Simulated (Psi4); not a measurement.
Psi4 1.11, PBE0/def2-svp: W(O)(NMe)(OMe)(OSiH3) (C[N]=[W](=[O])([O]C)[O][SiH3]), 17 atoms. The geometry is a generated start, not checked to be a minimum at this level.

```json
{
  "task": "energy",
  "method": "pbe0",
  "basis": "def2-svp",
  "memory": "3 GB",
  "maxiter": "100",
  "keys_of_the_molecule_block": "symmetry c1",
  "scf_type": "df (default)",
  "guess": "auto, which took SAD (default)",
  "scf_initial_accelerator": "adiis (default)",
  "e_convergence": "1e-06 (default)",
  "d_convergence": "1e-06 (default)",
  "dft_radial_points": "75 (default)",
  "dft_spherical_points": "302 (default)",
  "effective_core_potentials": "those of the basis set, past Kr",
  "basis_functions": "179",
  "grid_points": "365317"
}
```

```xyz
17

W      0.0271     0.6055     0.1761
O      0.3140     2.1818     0.7321
N     -1.3773     0.5240    -0.9440
C     -2.5422     0.7665    -1.7433
H     -3.2930     1.3296    -1.1724
H     -2.2889     1.3510    -2.6364
H     -3.0027    -0.1740    -2.0757
O     -0.1558    -0.5477     1.6162
C     -0.7200    -1.2905     2.6637
H     -1.8086    -1.3737     2.5172
H     -0.2815    -2.2973     2.6821
H     -0.5184    -0.7966     3.6250
O      1.6045    -0.0206    -0.7514
Si     3.1782    -0.0433    -1.0995
H      3.9567     0.3645     0.0859
H      3.4131     0.8605    -2.2353
H      3.4947    -1.4397    -1.4402
```

Charge 0 and multiplicity 1 are set for this test and not shown to be the ground state.

One run each on 2 threads. Values of diis_max_vecs tried: 3, 6, 10 (default), 20.

**Question.** Predict the course of the SCF iterations along this series.

**Answer.** Fewest SCF iterations, within one of each other: 6 with 12, 10 (default) with 12, 20 with 12. The count rises to 57 at 3. All converge to one solution.

| diis_max_vecs | SCF iterations | end |
|---|---|---|
| 3 | 57 | same solution |
| 6 | 12 | same solution |
| 10 (default) | 12 | same solution |
| 20 | 12 | same solution |
